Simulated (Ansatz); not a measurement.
End structure of the (310) surface of bcc Rb in its 1x1 cell, outermost plane spacing 1.79 Å in the ideal cut:

```xyz
7
Lattice="5.6700 0.0000 0.0000 -2.8350 8.9651 0.0000 0.0000 0.0000 27.0000" Properties=species:S:1:pos:R:3 pbc="T T T"
Rb     2.8350     3.3991     8.2576
Rb     0.0003     7.2305     9.7583
Rb     0.0000     1.8034    11.8033
Rb     2.8350     5.3790    13.5000
Rb     2.8350    -0.0104    15.1966
Rb    -0.0003     3.5276    17.2418
Rb     2.8350     7.3589    18.7424
```

Set-up: 7 atoms, 10.8 Å thick at the start; mesh 7x5x1; 0.1 eV smearing; dipole correction on; all atoms relaxed; held to the part of the start's symmetry that mesh and held atoms allow; no spin, no spin-orbit, no U.

Problem. What is the computed work function of the top face (PBE in Ansatz, a first-principles code)?

Solution. 2.17 eV

Problem. Give the surface energy (mean of both faces) at the level PBE.

Solution. 6 meV/Å²
